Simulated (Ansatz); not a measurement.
Given:

```xyz
2
Lattice="0.0000 2.7240 2.7240 2.7240 0.0000 2.7240 2.7240 2.7240 0.0000" Properties=species:S:1:pos:R:3 pbc="T T T"
Mo     0.0000     0.0000     0.0000
Sn     2.7240     2.7240     2.7240
```

No spin polarisation.

A single point on SnTe with a change (Te → Mo), its geometry relaxed with PBEsol.

Calculations: r2SCAN in Ansatz (plane waves to 500 eV, PAW, spin-orbit coupling left out), earlier PAW set. Γ-centred 15×15×15 mesh, Fermi–Dirac width 0.05 eV.

Question: What is the computed pressure?

Answer: 3.3 GPa.

Question: Estimate the band gap.

Answer: Zero.

Single points use the geometry relaxed with PBEsol. No phonon test of stability was made. All final runs are without spin polarisation. The cell was made from SnTe by this change: Te → Mo; the result is a hypothetical phase, not in the database extracts checked. SnMo has a high density of states at the Fermi level and may be magnetic at this level.

Ansatz is a first-principles code.
